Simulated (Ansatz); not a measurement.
# A computed series for PbTe: response to strain

Start from PbTe in the rock salt structure (space group Fm-3m, No. 225; a = 6.534 Å).

Strains are applied to the cell and any free atomic positions relax.

Calculations: r2SCAN/PAW in Ansatz (a program for electronic structure), no spin-orbit coupling.

Notes on the quantities. energy relative to the base: free energy F.

```csv
change,electron mass,width of the top valence band,energy relative to the base,volume per atom
base,"0.34 mₑ along k, 0.12 mₑ across (at L)",2.77 eV,0 meV/atom,34.87 Å³
isotropic strain −3.00 %,"0.29 mₑ along k, 0.11 mₑ across (at L)",3.38 eV,+41 meV/atom,31.83 Å³
isotropic strain −2.50 %,"0.30 mₑ along k, 0.11 mₑ across (at L)",3.27 eV,+28 meV/atom,32.32 Å³
isotropic strain −2.00 %,"0.31 mₑ along k, 0.11 mₑ across (at L)",3.17 eV,+18 meV/atom,32.82 Å³
isotropic strain −1.50 %,"0.32 mₑ along k, 0.12 mₑ across (at L)",3.06 eV,+9.8 meV/atom,33.33 Å³
isotropic strain −1.00 %,"0.33 mₑ along k, 0.12 mₑ across (at L)",2.96 eV,+4.3 meV/atom,33.84 Å³
isotropic strain −0.50 %,"0.33 mₑ along k, 0.12 mₑ across (at L)",2.86 eV,+1.1 meV/atom,34.35 Å³
```

With Pb and Te present, leaving out spin-orbit coupling can change the band edges. The levels and masses belong to the bands next to the band gap. Effective masses come from finite differences of ±0.01 Å⁻¹. Along k means along the line from Γ to the band edge. Stability against distortions was not tested.
